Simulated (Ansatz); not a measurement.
Here is the system:

```
CELL_PARAMETERS angstrom
      2.53767     1.46513     4.55017
     -2.53767     1.46513     4.55017
      0.00000    -2.93025     4.55017
ATOMIC_POSITIONS crystal
  Ga 0.64435 0.64435 0.64435
  Ga 0.14435 0.14435 0.14435
  Ga 0.35565 0.35565 0.35565
  Ga 0.85565 0.85565 0.85565
  O  0.75000 0.44731 0.05269
  O  0.05269 0.75000 0.44731
  O  0.25000 0.55269 0.94731
  O  0.55269 0.94731 0.25000
  O  0.94731 0.25000 0.55269
  O  0.44731 0.05269 0.75000
```

No spin polarisation.

Level of theory: PBEsol in Ansatz (plane waves to 420 eV, PAW, no spin-orbit coupling). k-mesh 8×8×8 (Γ-centred); smearing 0.05 eV (Fermi–Dirac).

Estimate the electron mass.

0.20 mₑ (at Γ).

What is the computed gap character?

Indirect, Γ–S₀ (50 % along) → Γ.

The cells carry an imposed strain or load. Effective masses come from finite differences of ±0.01 Å⁻¹. Stability against distortions was not tested. The cell was made from Ga2O3 in the corundum structure (space group R-3c, No. 167) by this change: isotropic strain +1.50 %.

Ansatz is an electronic-structure program.
